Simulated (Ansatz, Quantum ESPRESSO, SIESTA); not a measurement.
RbAs₂Rh₂ (P1, 5 atoms in the cell) computed with different codes at matched settings

Self-consistent single point, at a second geometry (atoms moved at random). First geometry:

```yaml
crystal:
  lattice:
    - [-2.00724, 2.00724, 7.01974]
    - [2.00724, -2.00724, 7.01974]
    - [2.00724, 2.00724, -7.01974]
  atoms:
    - { symbol: Rb, position: [0.00000, 0.00000, 0.00000] }
    - { symbol: As, position: [0.34734, 0.34734, 0.00000] }
    - { symbol: As, position: [0.65266, 0.65266, 0.00000] }
    - { symbol: Rh, position: [0.75000, 0.25000, 0.50000] }
    - { symbol: Rh, position: [0.25000, 0.75000, 0.50000] }
```

Second geometry:
```xyz
5
Lattice="-2.0072 2.0072 7.0197 2.0072 -2.0072 7.0197 2.0072 2.0072 -7.0197" Properties=species:S:1:pos:R:3 pbc="T T T"
Rb     0.0324    -0.0194    -0.0148
As     0.0164    -0.0161     4.9494
As     0.0006     0.0315     9.1647
Rh    -0.0362     2.0008     3.4802
Rh     1.9940     0.0104     3.4798
```

Shared settings, as Ansatz (a quantum-chemistry and plane-wave program) writes them: kpoints.mp_grid.grid = 6 6 6; scf.occupations.method = gaussian; scf.occupations.width = 0.1 eV. Potentials and cutoffs stand in the table.

```
code                                                                                                                                      model  ΔF from the first geometry (meV/atom)  pressure (GPa)  largest force (eV/Å)       cutoff
----------------  -----------------------------------------------------------------------------------------------------------------------------  -------------------------------------  --------------  --------------------  -----------
Quantum ESPRESSO                                                                           PBEsol, GBRV 1.5 ultrasoft (PBESOL) pseudopotentials                                   15.8           -3.07                 1.176        40 Ry
Ansatz                                                                                                          PBEsol, PAW files made with PBE                                   17.4           -3.16                 1.287      default
SIESTA            GGA PBEsol, numerical atomic orbitals DZP, PseudoDojo PBEsol standard norm-conserving potentials (rewritten from UPF to PSML)                                    3.7            2.31                     –  grid 300 Ry
```

Size of the force on each atom (eV/Å): Sizes of forces hide their directions.

| code | Rb1 | As2 | As3 | Rh4 | Rh5 |
|---|---|---|---|---|---|
| Quantum ESPRESSO | 0.073 | 1.176 | 0.419 | 0.831 | 0.619 |
| Ansatz | 0.074 | 1.287 | 0.373 | 0.805 | 0.597 |

A dash marks a value that a program does not give, or that is left out as unsure.

On Ansatz's run: spin polarisation is off; with an odd number of electrons in the cell that forces a metal, and a magnetic state may lie lower.

The spread over the programs that give each value: ΔF from the first geometry within 13.7 meV/atom; pressure within 5.47 GPa; largest force within 0.111 eV/Å.

SIESTA uses small atom-centred bases, whose incompleteness enters pressures, forces and empty levels differently from a plane-wave cutoff. Ansatz's pressure is given at a fixed set of plane waves, as the other plane-wave codes print theirs; with its correction for the finite basis it is -3.12 GPa. In the pressure, SIESTA (by 5.42) lies more than 1 GPa from the median of the plane-wave programs.

The starting cell comes from a database of computed structures (which also holds hypothetical and non-ambient phases and stackings), without a prior relaxation at this level. For this run, on top of that: atoms moved at random.

Keys are those of Ansatz 0.2.
